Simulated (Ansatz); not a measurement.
Start from PbTe in the rock salt structure (space group Fm-3m, No. 225).

```yaml
crystal:
  lattice:
    - [0.00000, 3.22119, 3.22119]
    - [3.22119, 0.00000, 3.22119]
    - [3.22119, 3.22119, 0.00000]
  atoms:
    - { symbol: Te, position: [0.00000, 0.00000, 0.00000] }
    - { symbol: Pb, position: [0.50000, 0.50000, 0.50000] }
```

Level of theory: PBEsol, PAW, 420 eV (Ansatz, a program for electronic structure; without spin-orbit coupling), earlier PAW set.

One change was made to it. Results:

```json
[
 {"quantity": "band gap", "base": "0.65 eV", "after": "0.62 eV"},
 {"quantity": "density", "base": "8.32 g/cm³", "after": "8.44 g/cm³"},
 {"quantity": "electron mass", "base": "0.26 mₑ along k, 0.098 mₑ across (at L)", "after": "0.25 mₑ along k, 0.097 mₑ across (at L)"}
]
```

Task: Which of these changes matches the shifts?
A. pressure 10 GPa
B. pressure 0.7 GPa
C. pressure 0.3 GPa
D. pressure −1 GPa

Result: B, pressure 0.7 GPa. For comparison, the electron mass in the other runs: pressure 0.3 GPa gives 0.26 mₑ along k, 0.098 mₑ across (at L); pressure 10 GPa gives 0.12 mₑ along k, 0.093 mₑ across (at L); pressure −1 GPa gives 0.27 mₑ along k, 0.099 mₑ across (at L).

Spin-orbit coupling, missing from the scalar runs, can matter with Pb and Te. Load acts through the strain it causes; cell and atoms are relaxed under it. Effective masses come from finite differences of ±0.01 Å⁻¹. Along k means along the line from Γ to the band edge. Stability against distortions was not tested. Competing high-pressure phases were not computed.
